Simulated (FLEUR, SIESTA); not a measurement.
A SIESTA input for a self-consistent single point of ScAu₄ (I4/m, 5 atoms in the cell) (DFT, GGA PBEsol, numerical atomic orbitals TZP, PseudoDojo PBEsol standard norm-conserving potentials (rewritten from UPF to PSML)):

```
# files in the folder: Sc.psml Au.psml (PseudoDojo PBEsol standard)
SystemName  ScAu4
SystemLabel siesta

NumberOfAtoms                5
NumberOfSpecies              2
%block ChemicalSpeciesLabel
  1 21 Sc
  2 79 Au
%endblock ChemicalSpeciesLabel
LatticeConstant              5.096623 Ang
%block LatticeVectors
    -0.648415627    0.648415627    0.398891580
     0.648415627   -0.648415627    0.398891580
     0.648415627    0.648415627   -0.398891580
%endblock LatticeVectors
AtomicCoordinatesFormat      ScaledCartesian
%block AtomicCoordinatesAndAtomicSpecies
     0.000000000    0.000000000    0.000000000  1
     0.132730679    0.385392312    0.398891580  2
     0.515684948    0.263023315    0.000000000  2
     0.263023315    0.781146306   -0.000000000  2
     0.385392312   -0.132730679    0.398891580  2
%endblock AtomicCoordinatesAndAtomicSpecies

XC.functional                GGA
XC.authors                   PBEsol
PAO.BasisSize                TZP
PAO.EnergyShift              0.01 Ry
MeshCutoff                   350 Ry
%block kgrid.MonkhorstPack
    6   0   0  0.0
    0   6   0  0.0
    0   0   6  0.0
%endblock kgrid.MonkhorstPack
OccupationFunction           FD
ElectronicTemperature        100.0 meV

MaxSCFIterations             150
SCF.Mixer.Method             Pulay
SCF.Mixer.Weight             0.25
SCF.Mixer.History            8
SCF.DM.Tolerance             1.0E-04
Diag.ParallelOverK           true
WriteForces                  true
Charge.Mulliken              end
```

Task: Write the same calculation as an input for FLEUR.

Result: One input that does it (others would too):

Input of the input generator:

```
scf ScAu4
&input film=f /
-6.2450346158 6.2450346158 3.8418132114
6.2450346158 -6.2450346158 3.8418132114
6.2450346158 6.2450346158 -3.8418132114
1.0
1.0 1.0 1.0

5
21 0.0000000000 0.0000000000 -0.0000000000
79 0.7971800000 0.6023500000 0.3995300000
79 0.2028200000 0.3976500000 0.6004700000
79 0.6023500000 0.2028200000 0.8051700000
79 0.3976500000 0.7971800000 0.1948300000

&comp jspins=1 /
&exco xctyp='PBEs' /
&kpt div1=6 div2=6 div3=6 gamma=t /
&end /
```

```xml
<?xml version="1.0" encoding="UTF-8" standalone="no"?>
<fleurInput fleurInputVersion="0.39">
   <comment>
      scf ScAu4                                                                                           
   </comment>
   <calculationSetup>
      <cutoffs Kmax="4.0" Gmax="16.0" GmaxXC="16.0" numbands="0"/>
      <scfLoop itmax="80" minDistance="0.00001" maxIterBroyd="99" imix="Anderson" alpha="0.05" precondParam="0.0" spinf="2.0"/>
      <coreElectrons ctail="T" frcor="F" kcrel="0" coretail_lmax="0"/>
      <xcFunctional name="PBEs" relativisticCorrections="F"/>
      <magnetism jspins="1"/>
      <soc l_soc="F" theta="0.0" phi="0.0" spav="F"/>
      <expertModes spex="0" secvar="F"/>
      <geometryOptimization l_f="T" forcealpha="1.0" forcemix="BFGS" epsdisp="0.00001" epsforce="0.00001"/>
      <ldaU l_linMix="F" mixParam="0.05" spinf="1.0"/>
   </calculationSetup>
   <cell>
      <bzIntegration valenceElectrons="79.0" mode="hist" fermiSmearingEnergy="0.00367493">
         <kPointListSelection listName="default-1"/>
         <!-- k-points included here -->
         <xi:include xmlns:xi="http://www.w3.org/2001/XInclude" href="kpts.xml"> </xi:include>
      </bzIntegration>
      <!-- symmetry operations included here -->
      <xi:include xmlns:xi="http://www.w3.org/2001/XInclude" href="sym.xml"> </xi:include>
      <bulkLattice scale="1.0">
         <bravaisMatrix>
            <row-1>   -6.2450346157999999     6.2450346157999999     3.8418132113999999</row-1>
            <row-2>    6.2450346157999999    -6.2450346157999999     3.8418132113999999</row-2>
            <row-3>    6.2450346157999999     6.2450346157999999    -3.8418132113999999</row-3>
         </bravaisMatrix>
      </bulkLattice>
   </cell>
   <atomSpecies>
      <species name="Scandium (Sc)" element="Sc" atomicNumber="21">
         <mtSphere radius="2.59" gridPoints="893" logIncrement="0.014"/>
         <atomicCutoffs lmax="10" lnonsphr="8"/>
         <electronConfig flipSpins="F">
            <coreConfig>(1s1/2) (2s1/2) (2p1/2) (2p3/2)</coreConfig>
            <valenceConfig>(3s1/2) (3p1/2) (3p3/2) (4s1/2) (3d3/2) (3d5/2)</valenceConfig>
            <stateOccupation state="(3d3/2)" spinUp="0.2" spinDown="0.2"/>
            <stateOccupation state="(3d5/2)" spinUp="0.3" spinDown="0.3"/>
         </electronConfig>
         <energyParameters s="4" p="4" d="3" f="4"/>
         <lo type="SCLO" l="0" n="3" eDeriv="0"/>
         <lo type="SCLO" l="1" n="3" eDeriv="0"/>
      </species>
      <species name="Gold (Au)" element="Au" atomicNumber="79">
         <mtSphere radius="2.55" gridPoints="879" logIncrement="0.015"/>
         <atomicCutoffs lmax="10" lnonsphr="8"/>
         <electronConfig flipSpins="F">
            <coreConfig>(1s1/2) (2s1/2) (2p1/2) (2p3/2) (3s1/2) (3p1/2) (3p3/2) (4s1/2) (3d3/2) (3d5/2) (4p1/2) (4p3/2) (5s1/2) (4d3/2) (4d5/2) (4f5/2) (4f7/2)</coreConfig>
            <valenceConfig>(5p1/2) (5p3/2) (6s1/2) (5d3/2) (5d5/2)</valenceConfig>
            <stateOccupation state="(6s1/2)" spinUp="0.5" spinDown="0.5"/>
         </electronConfig>
         <energyParameters s="6" p="6" d="5" f="5"/>
         <lo type="SCLO" l="1" n="5" eDeriv="0"/>
      </species>
   </atomSpecies>
   <atomGroups>
      <atomGroup species="Scandium (Sc)">
         <relPos label="                   1">.0000000000 .0000000000 .0000000000</relPos>
         <force calculate="T" relaxXYZ="TTT"/>
      </atomGroup>
      <atomGroup species="Gold (Au)">
         <relPos label="                   2">-.2028200000 -.3976500000 .3995300000</relPos>
         <relPos label="                   3">.2028200000 .3976500000 -.3995300000</relPos>
         <relPos label="                   4">-.3976500000 .2028200000 -.1948300000</relPos>
         <relPos label="                   5">.3976500000 -.2028200000 .1948300000</relPos>
         <force calculate="T" relaxXYZ="TTT"/>
      </atomGroup>
   </atomGroups>
   <output dos="F" band="F" slice="F">
      <checks vchk="F" cdinf="F"/>
      <bandDOS minEnergy="-.5*Htr" maxEnergy="0.5*Htr" sigma="0.015" storeEVData="T"/>
      <vacuumDOS vacdos="F" integ="F" star="F" nstars="0" locx1="0.0" locy1="0.0" locx2="0.0" locy2="0.0" nstm="0" tworkf="0.0"/>
      <unfoldingBand unfoldBand="F" supercellX="1" supercellY="1" supercellZ="1"/>
      <plotting iplot="0" polar="F">
         <plot TwoD="T" vec1="  1.0  0.0  0.0" vec2="  0.0  1.0  0.0" vec3="  0.0  0.0  1.0" zero="  0.0  0.0  0.0" file="plot"/>
      </plotting>
      <chargeDensitySlicing numkpt="0" minEigenval="0.0" maxEigenval="0.0" nnne="0" pallst="F"/>
      <specialOutput eonly="F"/>
      <magneticCircularDichroism mcd="F" energyLo="-10.0" energyUp="0.0"/>
   </output>
  <!-- We include the file relax.xml here to enable relaxations (see documentation) -->
  <xi:include xmlns:xi="http://www.w3.org/2001/XInclude" href="relax.xml"> <xi:fallback/> </xi:include>
</fleurInput>
```

Basis, cutoffs, solver keys and any potentials are the target program's own. This input uses DFT, PBEsol, all-electron FLAPW (FLEUR), scalar-relativistic valence.

The starting cell comes from a database of computed structures (which also holds hypothetical and non-ambient phases and stackings), without a prior relaxation at this level.
